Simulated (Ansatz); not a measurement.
**CsSnI$_{3}$ in the cubic perovskite structure (space group Pm-3m, No. 221)**

```cif
data_CsI3Sn
_chemical_formula_sum 'Cs1 Sn1 I3'
_space_group_name_H-M_alt 'P 1'
_space_group_IT_number 1
_cell_length_a 6.27131
_cell_length_b 6.27131
_cell_length_c 6.27131
_cell_angle_alpha 90.000
_cell_angle_beta 90.000
_cell_angle_gamma 90.000
loop_
_space_group_symop_operation_xyz
  'x, y, z'
loop_
_atom_site_label
_atom_site_type_symbol
_atom_site_fract_x
_atom_site_fract_y
_atom_site_fract_z
_atom_site_occupancy
Cs1 Cs 0.00000 0.00000 0.00000 1
Sn1 Sn 0.50000 0.50000 0.50000 1
I1 I 0.50000 0.00000 0.50000 1
I2 I 0.00000 0.50000 0.50000 1
I3 I 0.50000 0.50000 0.00000 1
```

Level of theory: plane-wave PAW DFT at the PBE level (Ansatz, a program for electronic structure, 420 eV), without spin-orbit coupling. Settings: 6×6×6 k-points, 0.05 eV Fermi–Dirac smearing.

```json
{
 "volume_per_atom": "49.33 Å³",
 "density": "4.26 g/cm³",
 "band_gap": "0.45 eV, direct at R",
 "Electron mass (degenerate bands, along [100])": "0.035, 0.75, 0.75 mₑ",
 "hole_mass": "0.048 mₑ",
 "Lowest conduction-band minima above the VBM": "R along ⟨111⟩ 0.45 eV",
 "total_energy": "-6847.696 eV/atom (σ→0; compares only within this code and set-up)"
}
```

Spin-orbit coupling, missing from the scalar runs, can matter with I. Effective masses come from finite differences of ±0.01 Å⁻¹. No phonon test of stability was made. Many cubic perovskites are stable only at high temperature; tilts and polar distortions were not tested.
